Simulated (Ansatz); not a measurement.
Response to strain in SiO2

Start from SiO$_{2}$ (space group P3_221, No. 154; a = 4.8658 Å, c = 5.3652 Å). Axes: x lies along a and z along c of the hexagonal cell.

Strains are applied to the cell and any free atomic positions relax; under biaxial strain the out-of-plane vector relaxes too.

Calculations: LDA (Ansatz, an electronic-structure program, PAW, no SOC).

Notes on the quantities. pressure: mean of the normal stresses, compression positive.

| variant | volume per atom | band gap | pressure |
|---|---|---|---|
| base | 12.22 Å³ | 5.83 eV | 0.00 GPa |
| biaxial strain −2.25 %, plane normal [001], relaxed out of plane | 11.74 Å³ | 5.97 eV | 1.39 GPa |
| biaxial strain −1.50 %, plane normal [001], relaxed out of plane | 11.90 Å³ | 5.92 eV | 0.90 GPa |
| biaxial strain −0.75 %, plane normal [001], relaxed out of plane | 12.06 Å³ | 5.87 eV | 0.43 GPa |

Whether these cells are dynamically stable was not tested.
